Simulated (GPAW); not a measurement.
GPAW run on Mg₂ZnP₂ (P3m1, 5 atoms in the cell): self-consistent single point.

Computed with LDA (Perdew-Wang 92), GPAW PAW datasets LDA (gpaw-data 1.0.1) (plane waves; GPAW).

```
Mg2ZnP2
1.0
    4.10720     0.00000     0.00000
   -2.05360     3.55694     0.00000
    0.00000     0.00000     6.69570
Mg Zn P
2 1 2
Direct
  0.66667   0.33333   0.63415
  0.33333   0.66667   0.99427
  0.00000   0.00000   0.36142
  0.00000   0.00000   0.76671
  0.66667   0.33333   0.24345
```

Reference input (self-consistent single point, DFT PBEsol, plane waves, GPAW PAW datasets PBEsol (made by gpaw-setup)): mode = pw; ecut = 800 eV; xc = PBEsol; kpts = 6 6 4; mesh shift (steps) = 0 0 0; occupations.name = fermi-dirac; occupations.width = 0 eV; nbands = -4; convergence.forces = 0.001 eV/Å; convergence.bands = -2; symmetry.symmorphic = false; symmetry.tolerance = 0.0005. This run's input differs from it in these lines:

```diff
@@ -16,3 +16,3 @@
 calc = GPAW(mode=PW(800),
-            xc='PBEsol',
+            xc='LDA',
             kpts={'size': (6, 6, 4), 'gamma': True},
```

Its files differ too (potentials: GPAW PAW datasets LDA (gpaw-data 1.0.1)).

The program printed (abridged):

```
     iter     time        total  log10-change:
                         energy   eigst   dens  force
iter:   1 --:--:--   -21.092747   +0.74
iter:   2 --:--:--   -21.048010   +0.08  -1.13
iter:   3 --:--:--   -20.274757   -0.49  -1.17
iter:   4 --:--:--   -20.261534   -1.11  -1.47
iter:   5 --:--:--   -20.329587   -1.33  -1.58
iter:   6 --:--:--   -20.274183   -1.88  -1.86
iter:   7 --:--:--   -20.243843   -1.46  -2.03
iter:   8 --:--:--   -20.222780   -2.77  -2.20
iter:   9 --:--:--   -20.222772   -3.49  -2.81
iter:  10 --:--:--   -20.222162c  -3.52  -2.91
iter:  11 --:--:--   -20.221962c  -4.11  -3.15
iter:  12 --:--:--   -20.221948c  -4.65  -3.34
iter:  13 --:--:--   -20.221896c  -5.20  -3.41
iter:  14 --:--:--   -20.221880c  -5.45  -3.78
iter:  15 --:--:--   -20.221879c  -6.37  -4.04c
iter:  16 --:--:--   -20.221876c  -6.57  -4.06c
iter:  17 --:--:--   -20.221876c  -6.02  -4.16c
iter:  18 --:--:--   -20.221876c  -6.99  -4.30c
iter:  19 --:--:--   -20.221876c  -7.52c -4.35c
iter:  20 --:--:--   -20.221876c  -7.66c -4.37c -3.09c
Converged after 20 iterations.

Dipole moment: (0.712869, -0.411575, 0.906972) |e|*Ang

Energy contributions relative to reference atoms: (reference = -78187.573352)

Kinetic:         +3.671290
Potential:       -0.762437
External:        +0.000000
XC:             -22.920315
Entropy (-ST):   +0.000000
Local:           -0.210415
SIC:             +0.000000
--------------------------
Free energy:    -20.221876
Extrapolated:   -20.221876

Showing only first 2 kpts
 Kpt  Band  Eigenvalues  Occupancy
  0    19      4.22893    2.00000
  0    20      4.33682    2.00000
  0    21      5.22230    0.00000
  0    22      6.30726    0.00000

  1    19      4.12639    2.00000
  1    20      4.12639    2.00000
  1    21      5.75344    0.00000
  1    22      6.84103    0.00000

Fermi level: 4.77956

Gap: 0.885 eV
Transition (v -> c):
   [... lines left out ...]
Energy (eV): -20.221876

Forces in eV/Ang:
  0 Mg    0.00000   -0.00000   -0.03585
  1 Mg    0.00000    0.00000   -0.05932
  2 Zn    0.00000    0.00000   -0.03202
  3 P     0.00000   -0.00000   -0.12720
  4 P    -0.00000    0.00000    0.25964

Stress tensor:
     0.045039     0.000000     0.000000
     0.000000     0.045039    -0.000000
     0.000000    -0.000000     0.040432
Stress (GPa, Voigt): [ 7.2161  7.2161  6.4779 -0.      0.      0.    ]
```

The run converged in 20 iterations. GPAW prints stress with tension positive. Against the reference run the pressure goes from -4.99 to -6.97 GPa, the largest force goes from 0.143 to 0.260 eV/Å and the gap on the mesh goes from 0.981 to 0.885 eV.

The starting cell comes from a database of computed structures (which also holds hypothetical and non-ambient phases and stackings), without a prior relaxation at this level. Its lattice was rescaled by a random factor within 2.5 % of one. With a pressure of about -7 GPa the cell is away from its equilibrium volume at this level.

Cost on one core of a shared machine: roughly 80 s.
